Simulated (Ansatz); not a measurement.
The starting structures come from a database of crystals and need not be the phases stable at ambient conditions.

The decay constant κ of evanescent states in the gap governs leakage through a thin film.

Data:

```yaml
crystal:
  lattice:
    - [7.09568, 0.00000, 0.00000]
    - [-2.36523, 6.68987, 0.00000]
    - [2.36523, 3.34493, 5.79359]
  atoms:
    - { symbol: Hg, position: [0.08012, 0.83012, 0.75000] }
    - { symbol: Hg, position: [0.41988, 0.66988, 0.25000] }
    - { symbol: Hg, position: [0.25000, 0.08012, 0.16988] }
    - { symbol: Hg, position: [0.75000, 0.41988, 0.33012] }
    - { symbol: Hg, position: [0.83012, 0.25000, 0.91988] }
    - { symbol: Hg, position: [0.66988, 0.75000, 0.58012] }
    - { symbol: S, position: [0.50000, 0.00000, 0.92126] }
    - { symbol: S, position: [0.42126, 0.42126, 0.57874] }
    - { symbol: S, position: [0.00000, 0.07874, 0.50000] }
    - { symbol: S, position: [0.07874, 0.50000, 0.00000] }
    - { symbol: F, position: [0.50000, 0.00000, 0.43965] }
    - { symbol: F, position: [0.93965, 0.93965, 0.06035] }
    - { symbol: F, position: [0.00000, 0.56035, 0.50000] }
    - { symbol: F, position: [0.56035, 0.50000, 0.00000] }
```

The cell was relaxed by PBE-D3(BJ); by r2SCAN it stands under a pressure of -0.6 GPa.

Transport runs along the normal of the first two printed cell vectors, the (110) plane of the conventional cell.

The gap is the functional's own. No spin-orbit coupling. Mid-gap values are those at the computed energy nearest the middle.

Question: Compute, with r2SCAN in Ansatz (a first-principles code), the band gap and the smallest decay constant κ at mid-gap.

Answer: Gap 2.33 eV on a 6×6×6 mesh; κ = 0.278 1/Å, at the zone centre.
